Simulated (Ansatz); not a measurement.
Consider BeSe in the zinc blende structure (space group F-43m, No. 216; a = 5.1289 Å). Axes: x, y, z lie along the cube axes.

All numbers come from DFT with PBEsol, PAW potentials and a 420 eV plane-wave cutoff in Ansatz (a quantum-chemistry and plane-wave program), no spin-orbit coupling.

A first run, uniaxial strain ε_xx = +1.34 %, gives secant values C11 ≈ 130 GPa and C12 ≈ 51 GPa from its stress. A second run applies isotropic strain −1.23 %.

Q: What does linear elasticity predict for the bulk modulus −ΔP/(ΔV/V₀) in the second run, and what does the run give?

A: Linear elasticity: (C11 + 2 C12)/3 = 77 GPa. The run gives 87 GPa; any difference comes from nonlinear terms at these strains and numerical noise.

Stability against distortions was not tested.
